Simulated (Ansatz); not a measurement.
**KPbF₃ (model structure, started from the CsGeCl3 type, R3m, No. 160, 5 atoms in the cell)**

Calculation: G0W0@PBEsol+SOC (hard PAW, contour deformation, complete-basis limit, spin–orbit shift from PBEsol; Ansatz, a program for electronic structure).

Settings: largest k mesh 4×4×4 (not extrapolated in the mesh).

Cell (relaxed with PBEsol):

```
KPbF3
1.0
    3.39919     1.96253     2.70499
   -3.39919     1.96253     2.70499
    0.00000    -3.92505     2.70499
K Pb F
1 1 3
Direct
  0.92695   0.92695   0.92695
  0.48228   0.48228   0.48228
  0.53580   0.53580   0.97515
  0.97515   0.53580   0.53580
  0.53580   0.97515   0.53580
```

```
Quantity    Value
--------  -------
band gap  4.96 eV
```

Note: filled d or f shells below the valence bands can shift G0W0 gaps through exchange with them, which wasn't tested here; spin–orbit coupling enters as the shift of the gap found with a semilocal functional; the relaxation could raise the start's symmetry but not lower it, so the cell can be a saddle point.

A model structure was made by putting elements into a prototype or built by hand; it is no filed structure, need not be a known phase, and can be a saddle point held by its symmetry.
